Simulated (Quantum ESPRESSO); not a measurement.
Refining one setting for TaN (Fm-3m, 2 atoms in the cell)

```yaml
crystal:
  lattice:
    - [-2.23454, 0.00000, 2.23454]
    - [0.00000, 2.23454, 2.23454]
    - [-2.23454, 2.23454, 0.00000]
  atoms:
    - { symbol: Ta, position: [0.50000, 0.50000, 0.50000] }
    - { symbol: N, position: [0.00000, 0.00000, 0.00000] }
```

Method: PBE, GBRV 1.5 ultrasoft (PBE) pseudopotentials (plane waves; Quantum ESPRESSO 7.5).

The starting cell comes from a database of computed structures (which also holds hypothetical and non-ambient phases and stackings), without a prior relaxation at this level. Its lattice was rescaled by a random factor within 2.5 % of one. Spin polarisation is off. In the base run, with a pressure of about -12 GPa the cell is away from its equilibrium volume at this level.

Held fixed: occupations = smearing; smearing = gauss; degauss = 0.0073499 Ry; potentials = {Ta: ta_pbe_v1.uspp.F.UPF, N: n_pbe_v1.2.uspp.F.UPF}; K_POINTS = automatic 9 9 9 0 0 0; conv_thr = 1e-10 Ry; mixing_beta = 0.5. Moved along with it: ecutrho.

ΔF is the free energy per atom less that of the last row (80 Ry).

| ecutwfc | ΔF (meV/atom) | pressure (GPa) | plane waves | iterations |
|---|---|---|---|---|
| 16 Ry | 4924.9 | -243.52 | 172 | 9 |
| 20 Ry | 1450.9 | -96.14 | 259 | 8 |
| 24 Ry | 399.4 | -34.50 | 310 | 10 |
| 28 Ry | 163.4 | -18.65 | 385 | 11 |
| 32 Ry | ? | -14.21 | 471 | 10 |
| 36 Ry | 47.5 | -12.98 | 556 | 11 |
| 40 Ry | ? | -12.30 | 652 | 11 |
| 46 Ry | 10.5 | -11.42 | 821 | 11 |
| 52 Ry | 5.0 | -10.97 | 966 | 12 |
| 60 Ry | 2.8 | -10.81 | 1243 | 13 |
| 70 Ry | 1.38 | -10.81 | 1504 | 12 |
| 80 Ry | 0.00 | -10.80 | 1853 | 13 |

**Question.** Complete the blanks.

**Answer.** 
- 32 Ry, ΔF (meV/atom): 82.9
- 40 Ry, ΔF (meV/atom): 27.1
